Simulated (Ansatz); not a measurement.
The starting structures come from a database of crystals and need not be the phases stable at ambient conditions.

 Where the default PAW files enter, the runs use the earlier of Ansatz's two default sets.

# Evanescent states of Sr₃SbN (Pm-3m, anti-perovskite, not sure to be the ambient phase, 5 atoms a cell, 28.0 Å³ an atom) along the normal of (110)

Calculation: r2SCAN (plane waves, PAW; Ansatz, an electronic-structure program).

No gap correction and no spin-orbit coupling; mid-gap values are interpolated between computed energies.

Energies count from the valence-band top; κ is the least over a 6×4 mesh across the current.

```json
[
 {"E (eV)": "0.03", "κ (1/Å)": "0.032", "where": "Γ"},
 {"E (eV)": "0.07", "κ (1/Å)": "0.053", "where": "Γ"},
 {"E (eV)": "0.12", "κ (1/Å)": "0.066", "where": "Γ"},
 {"E (eV)": "0.17", "κ (1/Å)": "0.075", "where": "Γ"},
 {"E (eV)": "0.23", "κ (1/Å)": "0.082", "where": "Γ"},
 {"E (eV)": "0.28", "κ (1/Å)": "0.086", "where": "Γ"},
 {"E (eV)": "0.33", "κ (1/Å)": "0.089", "where": "Γ"},
 {"E (eV)": "0.38", "κ (1/Å)": "0.088", "where": "Γ"},
 {"E (eV)": "0.42", "κ (1/Å)": "0.079", "where": "Γ"},
 {"E (eV)": "0.47", "κ (1/Å)": "0.066", "where": "Γ"},
 {"E (eV)": "0.53", "κ (1/Å)": "0.049", "where": "Γ"},
 {"E (eV)": "0.57", "κ (1/Å)": "0.016", "where": "Γ"}
]
```

Question: How thick must the barrier be to attenuate the transmission by 10^8 when the electrodes' Fermi level lies at 0.38 eV, and what attenuation does that film give at 0.53 eV?

Answer: d = 8 ln 10 / (2 × 0.088) = 104.7 Å. At 0.53 eV it gives 8 × 0.049/0.088 = 4.5 decades.
